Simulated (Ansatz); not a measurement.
Fermi-surface data of Ti under load (space group P6_3/mmc)

Given:

```
Ti
1.0
    2.87236     0.00000     0.00000
   -1.43618     2.48754     0.00000
    0.00000     0.00000     4.62880
Ti
2
Direct
  0.33333   0.66667   0.25000
  0.66667   0.33333   0.75000
```

Calculation: PBEsol, rigid bands (plane waves, PAW, scalar-relativistic; Ansatz, a program for electronic structure). Condition of this run: biaxial stress xx = yy = 2 GPa (compression positive) (the target of the relaxation). Cell: cell and atoms relaxed with PBEsol, then loaded as said.

| Item | Result |
|---|---|
| density of states at the Fermi level | 1.81 states/(eV·cell), both spins |
| bare Sommerfeld coefficient | 2.1 mJ/(mol of atoms·K²) |
| Drude plasma energy | 3.8 (x), 3.8 (y), 4.1 (z) eV |
| root-mean-square Fermi velocity | 3.3e5 m/s |
| resistivity times τ | 33 (x), 33 (y), 29 (z) ×10⁻²² Ω·m·s |

A metal at this level (no band gap); rigid bands, thermally averaged at 300 K, both spins. Spin-orbit coupling is left out. τ is one relaxation time for all states.
